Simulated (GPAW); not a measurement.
Worked example: self-consistent single point of Zn2SeS (P1, 4 atoms in the cell) in GPAW.

Level of theory: LDA (Perdew-Wang 92), GPAW PAW datasets LDA (gpaw-data 1.0.1) (plane waves; GPAW).

```
Zn2SeS
1.0
    3.90929     0.00000     0.00000
    0.00000     3.90929     0.00000
    0.00000     0.00000     5.52212
Zn Se S
2 1 1
Direct
  0.51062   0.98869   0.75631
  0.99391   0.50904   0.23499
  0.00009   0.99796   0.50170
  0.49538   0.50431   0.00701
```

Reference input (self-consistent single point, DFT PBEsol, plane waves, GPAW PAW datasets PBEsol (made by gpaw-setup)): mode = pw; ecut = 800 eV; xc = PBEsol; kpts = 5 5 4; mesh shift (steps) = 0 0 0; occupations.name = fixed-uniform; nbands = -8; convergence.density = 1e-05 e/electron; convergence.energy = 1e-05 eV/electron; convergence.bands = -6; symmetry.symmorphic = false; symmetry.tolerance = 0.0005. This run's input differs from it in these lines:

```diff
@@ -15,3 +15,3 @@
 calc = GPAW(mode={'name': 'pw', 'ecut': 800},
-            xc='PBEsol',
+            xc='LDA',
             kpts={'size': (5, 5, 4), 'gamma': True},
```

Its files differ too (potentials: GPAW PAW datasets LDA (gpaw-data 1.0.1)).

Output (repeated stretches shortened):

```
     iter     time        total  log10-change:
                         energy   eigst   dens
iter:   1 --:--:--   -16.026787   +0.85
iter:   2 --:--:--   -16.084165   +0.32  -1.22
iter:   3 --:--:--   -15.711358   -0.88  -1.26
iter:   4 --:--:--   -15.695026   -1.36  -1.48
iter:   5 --:--:--   -15.659698   -2.18  -1.66
iter:   6 --:--:--   -15.661222   -3.00  -2.41
iter:   7 --:--:--   -15.653623   -3.01  -2.47
iter:   8 --:--:--   -15.653758   -4.40  -3.23
iter:   9 --:--:--   -15.653693c  -4.83  -3.21
iter:  10 --:--:--   -15.653853c  -4.29  -3.30
iter:  11 --:--:--   -15.653725c  -5.47  -3.52
iter:  12 --:--:--   -15.653709c  -6.15  -3.80
iter:  13 --:--:--   -15.653672c  -5.47  -3.88
iter:  14 --:--:--   -15.653669c  -6.09  -4.28
iter:  15 --:--:--   -15.653668c  -7.15  -4.41
iter:  16 --:--:--   -15.653668c  -7.36  -4.52
iter:  17 --:--:--   -15.653668c  -8.20c -4.56
iter:  18 --:--:--   -15.653668c  -8.49c -4.58
iter:  19 --:--:--   -15.653668c  -7.81c -4.63
iter:  20 --:--:--   -15.653668c  -9.17c -4.89
iter:  21 --:--:--   -15.653668c  -7.96c -4.94
iter:  22 --:--:--   -15.653668c  -8.49c -5.08c
Converged after 22 iterations.

Dipole moment: (0.369447, 1.022357, -2.395293) |e|*Ang

Energy contributions relative to reference atoms: (reference = -174417.560991)

Kinetic:        +18.716022
Potential:      -15.923021
External:        +0.000000
XC:             -18.488247
Entropy (-ST):   +0.000000
Local:           +0.041577
SIC:             +0.000000
--------------------------
Free energy:    -15.653668
Extrapolated:   -15.653668

Showing only first 2 kpts
 Kpt  Band  Eigenvalues  Occupancy
  0    16      3.59469    2.00000
  0    17      3.66442    2.00000
  0    18      5.01663    0.00000
  0    19      6.56353    0.00000

  1    16      3.16626    2.00000
  1    17      3.24861    2.00000
  1    18      6.33825    0.00000
  1    19      6.88643    0.00000

Fermi level: 4.34053

Gap: 1.352 eV
Transition (v -> c):
   [... lines left out ...]
Energy (eV): -15.653668

Forces in eV/Ang:
  0 Zn   -0.26634    0.18370    0.34972
  1 Zn    0.01852   -0.18643    0.12166
  2 Se    0.21460    0.23365   -0.11463
  3 S     0.03295   -0.23146   -0.35694

Stress tensor:
     0.018367    -0.000267     0.002270
    -0.000267     0.027198    -0.000376
     0.002270    -0.000376     0.023073
Stress (GPa, Voigt): [ 2.9427  4.3576  3.6966 -0.0602  0.3637 -0.0428]
```

The run converged in 22 iterations. GPAW prints stress with tension positive. Against the reference run the pressure goes from -0.94 to -3.67 GPa, the largest force goes from 0.515 to 0.476 eV/Å and the gap on the mesh goes from 1.471 to 1.352 eV.

The starting cell comes from a database of computed structures (which also holds hypothetical and non-ambient phases and stackings), without a prior relaxation at this level. Its atoms were displaced at random from the sites of space group no. 115. With a pressure of about -4 GPa the cell is away from its equilibrium volume at this level.

Cost on one core of a shared machine: roughly 3 min.
